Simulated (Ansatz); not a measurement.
System: Be3N2 (Ia-3, No. 206). Method: PBEsol-D3(BJ) in Ansatz (PAW).

Numerical settings: plane-wave cutoff 520 eV, 6×6×6 k mesh, Fermi–Dirac smearing 0.01 eV, scalar-relativistic PAW data made under PBE.

Equation-of-state points:

```
V (Å³/atom)  E − E_lowest (meV/atom)  P (GPa)
-----------  -----------------------  -------
6.255                           7.96    10.10
6.385                           1.93     4.82
6.516                           0.00     0.00
6.646                           1.82    -4.40
6.776                           7.05    -8.40
```

**Question.** What bulk modulus B0 and pressure derivative B′ does a third-order Birch–Murnaghan fit give?

**Answer.** V0 = 6.515 Å³/atom, B0 = 230 GPa, B′ = 3.6 (fit to the energies at full precision).

Static lattice: no zero-point or thermal effects.

The result took around 9 core-minutes (rough).

Ansatz is a first-principles code.
